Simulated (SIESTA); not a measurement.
SIESTA run on LaAlH₆ (R-3m, 8 atoms in the cell): self-consistent single point.

Computed with SIESTA 5.4.2 with GGA PBEsol, numerical atomic orbitals DZP, PseudoDojo PBEsol standard norm-conserving potentials (rewritten from UPF to PSML).

The change in words: lattice scaled by 0.98. Reference geometry:
```
CELL_PARAMETERS angstrom
      3.27429     1.89041     2.10762
     -3.27429     1.89041     2.10762
      0.00000    -3.78082     2.10762
ATOMIC_POSITIONS crystal
  La 0.50000 0.50000 0.50000
  Al 0.00000 0.00000 0.00000
  H  0.93995 0.29183 0.29183
  H  0.06005 0.70817 0.70817
  H  0.29183 0.93995 0.29183
  H  0.70817 0.06005 0.70817
  H  0.29183 0.29183 0.93995
  H  0.70817 0.70817 0.06005
```

Reference input (self-consistent single point, DFT, GGA PBEsol, numerical atomic orbitals DZP, PseudoDojo PBEsol standard norm-conserving potentials (rewritten from UPF to PSML)): XC.functional = GGA; XC.authors = PBEsol; potentials = PseudoDojo PBEsol standard; PAO.BasisSize = DZP; PAO.EnergyShift = 0.005 Ry; MeshCutoff = 350 Ry; kgrid.MonkhorstPack = 6 6 6; OccupationFunction = FD; ElectronicTemperature = 10 K; MaxSCFIterations = 150; SCF.Mixer.Method = Pulay; SCF.Mixer.Weight = 0.25. This run's input differs from it in these lines:

```diff
@@ -13,5 +13,5 @@
 %block LatticeVectors
-     3.274290000    1.890412000    2.107616000
-    -3.274290000    1.890412000    2.107616000
-     0.000000000   -3.780824000    2.107616000
+     3.208804000    1.852604000    2.065464000
+    -3.208804000    1.852604000    2.065464000
+     0.000000000   -3.705208000    2.065464000
 %endblock LatticeVectors
@@ -19,10 +19,10 @@
 %block AtomicCoordinatesAndAtomicSpecies
-     0.000000000    0.000000000    3.161424000  1
+     0.000000000    0.000000000    3.098196000  1
      0.000000000    0.000000000    0.000000000  2
-     2.122132835    1.225213825    3.211184814  3
-    -2.122132835   -1.225213825    3.111663186  3
-    -2.122132835    1.225213825    3.211184814  3
-     2.122132835   -1.225213825    3.111663186  3
-    -0.000000000   -2.450427651    3.211184814  3
-     0.000000000    2.450427651    3.111663186  3
+     2.079690048    1.200709704    3.146961605  3
+    -2.079690048   -1.200709704    3.049430395  3
+    -2.079690048    1.200709704    3.146961605  3
+     2.079690048   -1.200709704    3.049430395  3
+    -0.000000000   -2.401419409    3.146961605  3
+     0.000000000    2.401419409    3.049430395  3
 %endblock AtomicCoordinatesAndAtomicSpecies
```

Log, with long lists cut:

```
        iscf     Eharris(eV)        E_KS(eV)     FreeEng(eV)     dDmax    Ef(eV) dHmax(eV)
   scf:    1    -1103.667104    -1112.747016    -1112.747016  1.762207 -7.446366  3.764070
   scf:    2    -1114.081157    -1113.459749    -1113.459749  0.115943 -5.846193  1.929051
   scf:    3    -1114.012926    -1113.805942    -1113.805942  0.123090 -6.676696  0.219609
   scf:    4    -1113.817145    -1113.817702    -1113.817702  0.015511 -6.623652  0.209029
   scf:    5    -1113.792588    -1113.812800    -1113.812800  0.027361 -6.797463  0.413467
   scf:    6    -1113.826105    -1113.822361    -1113.822361  0.020083 -6.664254  0.015764
   scf:    7    -1113.822382    -1113.822379    -1113.822379  0.000939 -6.670774  0.004329
   scf:    8    -1113.822380    -1113.822380    -1113.822380  0.000205 -6.669434  0.000145
   scf:    9    -1113.822380    -1113.822380    -1113.822380  0.000062 -6.669630  0.000145
   scf:   10    -1113.822380    -1113.822380    -1113.822380  0.000008 -6.669688  0.000003
SCF Convergence by DM+H criterion
max |DM_out - DM_in|         :     0.0000080588
max |H_out - H_in|      (eV) :     0.0000032990
SCF cycle converged after 10 iterations

Using DM_out to compute the final energy and forces

siesta: E_KS(eV) =            -1113.8224

siesta: E_KS - E_eggbox =     -1113.8224

siesta: Atomic forces (eV/Ang):
     1    0.000000   -0.000000   -0.000000
     2   -0.000000    0.000000   -0.000000
     3   -0.293252   -0.169309    0.211324
     4    0.293252    0.169309   -0.211324
     5    0.293252   -0.169309    0.211324
     6   -0.293252    0.169309   -0.211324
     7   -0.000000    0.338618    0.211324
     8    0.000000   -0.338618   -0.211324
   Tot   -0.000000   -0.000000    0.000000
   Max    0.338618
   Res    0.199575    sqrt( Sum f_i^2 / 3N )
   Max    0.338618    constrained

   [... lines left out ...]
siesta: FreeEng =     -1113.822380
siesta: Cell volume =         73.670678 Ang**3
siesta:          45.31461645         80.23543504  kBar
   [... lines left out ...]

mulliken: Qtot =       20.000

Mulliken Atomic Populations:
Atom #   charge [q] valence [e]  Species
     1     1.662081    9.337919  La
     2    -0.749289    3.749289  Al
     3    -0.152132    1.152132  H
     4    -0.152132    1.152132  H
     5    -0.152132    1.152132  H
     6    -0.152132    1.152132  H
     7    -0.152132    1.152132  H
     8    -0.152132    1.152132  H
 Total    -0.000000
```

The run converged in 10 iterations. Against the reference run the free energy goes up by 6.9 meV/atom, the pressure goes from -0.45 to 4.53 GPa, the largest force goes from 0.234 to 0.399 eV/Å and the gap on the mesh goes from 1.763 to 1.798 eV.

The starting cell comes from a database of computed structures (which also holds hypothetical and non-ambient phases and stackings), without a prior relaxation at this level. Its lattice was rescaled by a random factor within 2.5 % of one. For this run, on top of that: lattice scaled by 0.98. Values carry the incompleteness of an atom-centred basis. With a pressure of about 5 GPa the cell is away from its equilibrium volume at this level.

Cost on one core of a shared machine: roughly 90 s.
